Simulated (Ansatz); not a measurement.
Output of an Ansatz run (abridged):

```
WARN ansatz: RAYON_NUM_THREADS=1 ignored (pool sized by the plan → 1); use --threads N
Pseudopotentials: kind: paw
Pseudopotential: Cu, paw, valence charge 19
Pseudopotential: O, paw, valence charge 6
Crystal: 4 atoms, lattice volume = 44.613 Å³
Basis set: ecut = 420.4159175005146 eV, 849 PW (Γ), exchange–correlation on 40×40×72 points (8 copies of the dense FFT grid, shifted against one another)
Bands: 30, of which v1, the nominal top of the filled ones, is band 25 counted from 1 (24 counted from 0)
Symmetry: 2 space group operations
Space group: P2 (ITA 3), of the structure as read, at distance tolerance 3.5e-5 Å
k-points: 244 of 847 (time reversal used)
PAW frozen core: Cu, regenerated for the run's functional, and the local potential with it
PAW frozen core: O, regenerated for the run's functional, and the local potential with it
Initial density: superposition of atomic densities (neutral atoms: chi_scale 0, normalization atom), corrected by the library's trained network
Initial wavefunctions: pseudopotential atomic-orbital guess
Eigensolver: davidson
Functional: x = pbesol(κ = 0.804, μ = 0.12345679012345678), c = pbesol(β = 0.046)
SCF iter   1: F=—  HF=-14296.553819 eV  |F-HF|=—  |Δ(HF+E_count)|=         —  Δρ=1.87e-2  dr2=1.08e-1  ethr=1.77e-3  ⟨swp⟩=5.1  Hψ=25793  notcnv=0
all-band conjugate gradients solve this SCF's bands
preconditioner: auto → LDOS
SCF iter   2: F=—  HF=-14296.585026 eV  |F-HF|=—  |Δ(HF+E_count)|=   3.12e-2  Δρ=2.82e-2  dr2=1.86e-1  ethr=2.16e-4  ⟨swp⟩=2.0  Hψ=16592  notcnv=0  recentre
SCF iter   3: F=—  HF=-14296.522451 eV  |F-HF|=—  |Δ(HF+E_count)|=   6.26e-2  Δρ=3.73e-3  dr2=5.30e-3  ethr=2.16e-4  ⟨swp⟩=2.0  Hψ=14151  notcnv=0
SCF iter   4: F=—  HF=-14296.521267 eV  |F-HF|=—  |Δ(HF+E_count)|=   1.18e-3  Δρ=1.77e-3  dr2=9.27e-4  ethr=1.06e-5  ⟨swp⟩=2.4  Hψ=13195  notcnv=0
SCF iter   5: F=—  HF=-14296.521127 eV  |F-HF|=—  |Δ(HF+E_count)|=   1.39e-4  Δρ=4.28e-4  dr2=5.36e-5  ethr=1.85e-6  ⟨swp⟩=2.3  Hψ=9759  notcnv=0
SCF iter   6: F=—  HF=-14296.520972 eV  |F-HF|=—  |Δ(HF+E_count)|=   1.55e-4  Δρ=8.28e-5  dr2=1.95e-6  ethr=1.07e-7  ⟨swp⟩=2.0  Hψ=9299  notcnv=0
SCF iter   7: F=—  HF=-14296.520972 eV  |F-HF|=—  |Δ(HF+E_count)|=   1.13e-7  Δρ=4.58e-5  dr2=6.20e-7  ethr=3.90e-9  ⟨swp⟩=2.1  Hψ=10597  notcnv=0
SCF iter   8: F=-14296.520972 eV  HF=-14296.520972 eV  |F-HF|=7.57e-8  |Δ(HF+E_count)|=   3.23e-8  Δρ=1.57e-5  dr2=7.60e-8  ethr=2.00e-10  ⟨swp⟩=3.0  Hψ=26849  notcnv=0
SCF 1 converged in 8 iterations: F = -14296.520972 eV  dr2 = 7.60e-8
SCF converged after 8 iterations
Free energy (F): -14296.520972 eV
Harris-Foulkes:  -14296.520972 eV  (|F-HF|=7.57e-8)
Internal energy: -14296.447440 eV  (E = F + TS)
E sigma→0 (E₀):  -14296.484206 eV
Entropy (-TS):   -0.073532 eV (-18.383 meV/atom)
Fermi energy:    10.569205 eV
--- Per-component energies (eV) ---
  E_band       = -936.528535
  E_kinetic    = 939.285362
  E_local      = -10171.441772  (includes V_loc(G=0)·N_el)
  E_nonlocal   = 880.309969
  E_hartree    = 4394.954360
  E_xc         = -319.702384
  E_vxc        = -412.430395  (∫ρ·V_xc dr)
  E_paw        = -3553.044883  (= ΣΔE_a)
  E_vpaw       = -962.170917  (= ΣTr[D̂ρ^β])
  E_aug_tail   = 0.005553  (compensation charges beyond the density's cutoff)
  E_ewald      = -6467.296625
  E_core_change = 0.482980  (= ΣΔE_core)
  E_smearing   = -0.073532  (= −TS)
  E_closure    = -0.000000  (closes the sum)
  Σ components = -14296.520972   (vs F -14296.520972, Δ=0.00e0)
--- Forces (eV/Å), atoms counted from 1 ---
  atom   1  Cu     0.00000000     0.00000000    -0.69269348
  atom   2  Cu     0.00000000     0.00000000     0.18168642
  atom   3  O      0.00000000     0.00000000     0.28521437
  atom   4  O      0.00000000     0.00000000     0.22582335
  max |Σ_I F_I| component: 3.07e-5 eV/Å
--- Stress (GPa, compression-positive) ---
       -5.373463      -0.240783       0.000000
       -0.240782      -7.060303       0.000000
        0.000000       0.000000      -8.901019
  P = ⅓ Tr σ = -7.1116 GPa (-71.116 kbar)
  The stress holds the Pulay correction. Without it, at fixed plane waves, as pw.x and ABINIT print it: P = -7.7766 GPa
--- Band table (eV; the first three rows and the last of 244) ---
  k-point 0: bands = ["-101.7947", "-101.7941", "-59.4454", "-59.4450", "-59.4074", "-59.4015", "-59.0990", "-59.0980", "-9.1409", "-7.7916", "2.4351", "5.0674", "5.2333", "6.8645", "7.1453", "7.1788", "7.3237", "7.5819", "8.0904", "8.1896", [...]
  k-point 1: bands = ["-101.7947", "-101.7941", "-59.4454", "-59.4450", "-59.4072", "-59.4018", "-59.0990", "-59.0981", "-9.0886", "-7.8694", "2.6344", "5.0797", "5.2323", "6.8374", "7.0439", "7.0753", "7.2042", "7.3242", "8.1568", "8.2448", [...]
  k-point 2: bands = ["-101.7946", "-101.7941", "-59.4454", "-59.4450", "-59.4065", "-59.4025", "-59.0989", "-59.0981", "-8.9403", "-8.0739", "3.1990", "5.1124", "5.2270", "6.1410", "6.8688", "6.9014", "7.0730", "7.3153", "8.2054", "8.2546", [...]
  k-point 243: bands = ["-101.7941", "-101.7935", "-59.4568", "-59.4454", "-59.4045", "-59.4022", "-59.1072", "-59.0989", "-8.3151", "-7.8570", "3.8266", "4.1308", "4.7909", "5.0191", "6.1758", "7.1329", "7.4983", "7.9470", "7.9865", "8.1760", [...]
```

The structure:

```xyz
4
Lattice="1.9969 -2.1600 0.0000 1.9969 2.1600 0.0000 0.0000 0.0000 5.1714" Properties=species:S:1:pos:R:3 pbc="T T T"
Cu     0.9985     1.0800     0.0500
Cu     0.9985    -1.0800     2.5857
O      1.9969     0.0000     1.2928
O      1.9969     0.0000     3.8785
```

**Question.** Write an input that gives this output.

**Answer.** Other spellings and defaults could give the same log, and not every line can be read from it. The input that was run (DFT, PBEsol, plane waves, default PAW files made with PBE):

Ansatz 0.2 input:
```yaml
crystal:
  lattice:
    - [1.99694300, -2.16001100, 0.00000000]
    - [1.99694300, 2.16001100, 0.00000000]
    - [0.00000000, 0.00000000, 5.17139800]
  atoms:
    - { symbol: Cu, position: [0.00000000, 0.50000000, 0.00966900] }
    - { symbol: Cu, position: [0.50000000, 0.00000000, 0.50000000] }
    - { symbol: O, position: [0.50000000, 0.50000000, 0.25000000] }
    - { symbol: O, position: [0.50000000, 0.50000000, 0.75000000] }
basis:
  ecutwfc: 30.9 Ry
kpoints:
  mp_grid: { grid: [11, 11, 7] }
hamiltonian:
  xc: pbesol
  pseudopotentials: { kind: paw }
scf:
  occupations: { method: fermi_dirac, width: 0.0073 Ry }
output:
  forces: true
  eigenvalues: true
  stress: true
```

The starting cell comes from a database of computed structures (which also holds hypothetical and non-ambient phases and stackings), without a prior relaxation at this level. Its lattice was rescaled by up to half a per cent. One atom was moved a little off its site on purpose. Spin polarisation is off, so a magnetic state, if there is one, cannot be reached. With a pressure of about -7 GPa the cell is away from its equilibrium volume at this level. Ansatz's pressure includes its estimate of the finite-basis (Pulay) stress. Without the estimate this run gives -7.78 GPa. The run gives no clean gap (levels at the Fermi energy touch, overlap or are partly filled at this smearing), which alone does not show that the compound is a metal.

Ansatz is a program for electronic structure.
